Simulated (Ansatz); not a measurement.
```
InP
1.0
    0.00000     2.94759     2.94759
    2.94759     0.00000     2.94759
    2.94759     2.94759     0.00000
In P
1 1
Direct
  0.00000   0.00000   0.00000
  0.25000   0.25000   0.25000
```

No spin polarisation.

Calculations: plane-wave PAW DFT at the PBE level (Ansatz, a first-principles code, 420 eV), scalar-relativistic without spin-orbit coupling. k-mesh 10×10×10 (Γ-centred); smearing 0.05 eV (Fermi–Dirac).

**Question.** Predict the electron mass and gap character.

**Answer.** 
```json
{
 "electron_mass": "0.050 mₑ (at Γ)",
 "gap_character": "direct at Γ"
}
```

Load acts through the strain it causes; cell and atoms are relaxed under it. Effective masses come from finite differences of ±0.01 Å⁻¹. No phonon test of stability was made. Tetrahedral semiconductors of this kind turn to denser phases somewhere between about 1 and 50 GPa; those were not computed, so compressed cells here can lie past the real transition. The cell was made from InP in the zinc blende structure (space group F-43m, No. 216) by this change: pressure 2.1 GPa.
